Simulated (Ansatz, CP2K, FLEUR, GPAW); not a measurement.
**One structure in several programs: LuBi₂ClO₄ (P4/mmm, 8 atoms in the cell)**

Self-consistent single point, at a second geometry (lattice scaled by 0.98). First geometry:

```xyz
8
Lattice="3.8571 0.0000 0.0000 0.0000 3.8571 0.0000 0.0000 0.0000 9.0152" Properties=species:S:1:pos:R:3 pbc="T T T"
Lu     0.0000     0.0000     0.0000
Bi     1.9286     1.9286     2.4856
Bi     1.9286     1.9286     6.5296
Cl     0.0000     0.0000     4.5076
O      1.9286     0.0000     7.6771
O      1.9286     0.0000     1.3381
O      0.0000     1.9286     7.6771
O      0.0000     1.9286     1.3381
```

Shared settings, as Ansatz (a quantum-chemistry and plane-wave program) writes them: kpoints.mp_grid.grid = 7 7 3; scf.occupations.method = fixed. Potentials and cutoffs stand in the table.

```json
[
 {"code": "CP2K", "model": "LDA (Pade form), GPW, DZVP-MOLOPT-SR-GTH basis, GTH-PADE potentials (GTH_POTENTIALS)", "ΔF from the first geometry (meV/atom)": "-14.1", "largest force (eV/Å)": "0.676", "gap on the mesh (eV)": "1.239", "cutoff": "grid 500 Ry"},
 {"code": "FLEUR", "model": "LDA (Perdew-Zunger), all-electron FLAPW (FLEUR), scalar-relativistic valence", "ΔF from the first geometry (meV/atom)": "-21.6", "largest force (eV/Å)": "0.209", "gap on the mesh (eV)": "1.468", "cutoff": "Kmax 4.2 1/bohr"},
 {"code": "Ansatz", "model": "LDA (PW92), default PAW files made with PBE", "ΔF from the first geometry (meV/atom)": "-23.6", "largest force (eV/Å)": "0.286", "gap on the mesh (eV)": "1.409", "cutoff": "default"},
 {"code": "GPAW", "model": "LDA (Perdew-Wang 92), GPAW PAW datasets LDA (gpaw-data 1.0.1)", "ΔF from the first geometry (meV/atom)": "-25.2", "largest force (eV/Å)": "0.184", "gap on the mesh (eV)": "1.409", "cutoff": "950 eV"}
]
```

Size of the force on each atom (eV/Å): Sizes of forces hide their directions.

```csv
code,Lu1,Bi2,Bi3,Cl4,O5,O6,O7,O8
CP2K,0.000,0.676,0.676,0.000,0.184,0.184,0.184,0.184
FLEUR,0.000,0.209,0.209,0.000,0.108,0.108,0.108,0.108
Ansatz,0.000,0.286,0.286,0.000,0.069,0.069,0.069,0.069
GPAW,0.000,0.184,0.184,0.000,0.158,0.158,0.158,0.158
```

Gaps are read on the mesh.

On Ansatz's run: spin-orbit coupling is off.

The spread over the programs that give each value: ΔF from the first geometry within 11.1 meV/atom; largest force within 0.492 eV/Å; gap on the mesh within 0.229 eV.

CP2K uses small atom-centred bases, whose incompleteness enters pressures, forces and empty levels differently from a plane-wave cutoff. FLEUR treats all electrons, but the usual bases taken here (sphere radii, linearisation, local orbitals, empty states) were not tested for convergence, so the values are no reference for the others. In the gap, CP2K (by 0.170) lies more than 0.12 eV from the median of the plane-wave programs. In the force vectors, CP2K (by 0.440) lies more than 0.08 eV/Å from the median of the plane-wave programs.

The starting cell comes from a database of computed structures (which also holds hypothetical and non-ambient phases and stackings), without a prior relaxation at this level. For this run, on top of that: lattice scaled by 0.98.

Keys are those of Ansatz 0.2.
